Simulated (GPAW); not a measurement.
Band structure of LiF (Fm-3m, 2 atoms in the cell).

```
LiF
1.0
    0.00000     2.01803     2.01803
    2.01803     0.00000     2.01803
    2.01803     2.01803     0.00000
Li F
1 1
Direct
  0.00000   0.00000   0.00000
  0.50000   0.50000   0.50000
```

Method: PBE, GPAW PAW datasets PBE (gpaw-data 1.0.1) (plane waves; GPAW).

Settings: mode = pw; ecut = 950 eV; xc = PBE; kpts = 9 9 9; mesh shift (steps) = 0 0 0; occupations.name = fermi-dirac; occupations.width = 0 eV; nbands = -4; convergence.density = 1e-05 e/electron; convergence.bands = -2; symmetry.symmorphic = false; symmetry.tolerance = 0.0005; maxiter = 120; bandpath_npoints = 40.

The starting cell comes from a database of computed structures (which also holds hypothetical and non-ambient phases and stackings), without a prior relaxation at this level. Its lattice was rescaled by a random factor within 2.5 % of one.

Task: Predict the gap along the standard path and the places of the band edges.

Result: The gap along the path is 9.02 eV, direct at Γ to within 0.01 eV.

Levels in eV from the top of the valence band on the SCF mesh, bands 1 to 8:
```
point       1      2      3      4      5      6      7      8
-----  ------  -----  -----  -----  -----  -----  -----  -----
Γ      -20.00   0.00   0.00   0.00   9.02  24.12  24.12  24.12
X      -19.27  -2.98  -0.99  -0.99  14.77  16.55  17.38  20.26
W      -19.30  -2.06  -2.06  -0.79  15.04  15.04  17.43  19.17
K      -19.31  -2.48  -1.55  -0.73  14.48  14.88  18.36  19.69
L      -19.53  -2.51  -0.22  -0.22  10.75  16.69  18.92  18.92
U      -19.31  -2.48  -1.55  -0.73  14.48  14.88  18.36  19.69
```
